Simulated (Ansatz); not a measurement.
All values below come from PBE (plane waves to 420 eV, PAW; Ansatz, a program for electronic structure).

Host crystal: anatase TiO2, with a band gap (PBE, scalar-relativistic without spin-orbit coupling).

Plane-averaged electrostatic potential energy along the normal, in eV from the Fermi level, for F on the 1x1 (101) surface of anatase TiO2 (cut with top plane O), one in a 2x1 cell, started at the site 'over Ti at depth 1.4 Å':

```
z (Å)  V (eV)
-----  ------
5.34     7.41
5.64     7.41
5.94     7.41
6.23     7.41
6.53     7.41
6.83     7.41
7.12     7.41
7.42     7.40
7.72     7.39
8.02     7.36
8.31     7.27
8.61     7.00
8.91     6.15
9.20     3.74
9.50     1.12
9.80    -2.44
10.09   -5.66
10.39   -8.75
10.69  -10.32
10.98   -8.59
11.28   -4.78
11.58   -1.28
11.88    0.90
12.17    2.71
12.47    3.90
12.77    2.96
13.06    0.89
13.36   -1.34
13.66   -4.21
13.95   -8.08
14.25  -10.36
14.55   -8.55
14.84   -4.73
15.14   -1.98
15.44    0.27
15.73    2.68
16.03    3.81
16.33    2.78
16.62    1.03
16.92   -1.16
17.22   -4.09
17.52   -7.00
17.81   -8.70
18.11   -7.63
18.41   -5.48
18.70   -3.08
19.00    0.02
19.30    3.25
19.59    5.84
19.89    6.24
20.19    6.50
20.48    7.22
20.78    8.19
21.08    8.47
21.38    8.54
21.67    8.56
21.97    8.57
22.27    8.57
22.56    8.57
22.86    8.57
23.16    8.58
23.45    8.58
23.75    8.58
24.05    8.58
24.34    8.58
```

Model: 37-atom slab, 9.4 Å thick at the start under the adsorbate (thin: gaps and levels are the slab's own), 3x4x1 mesh, Fermi-Dirac 0.01 eV, dipole correction, 14 atoms held, the rest relaxed; no symmetry held; spin-polarised, ending with about 1.0 μB a cell, a value that depends on the mesh; orders that need a larger cell were not tried, no spin-orbit, no U, no dispersion correction. The slab shows no gap over 0.04 eV on its mesh. At the end it is bonded to Ti. In PBE it is, or lies within 0.03 eV of, the lowest of the starts that converged.

### Question
The surface cell has an area of 39.58 Å². What dipole along the normal does the step between the two vacuum levels imply?

### Answer
the top vacuum level lies 1.16 eV above the bottom one; p = −ε₀ A ΔV (ε₀ = 0.005526 e/(V·Å)) gives -0.25 e·Å a cell.
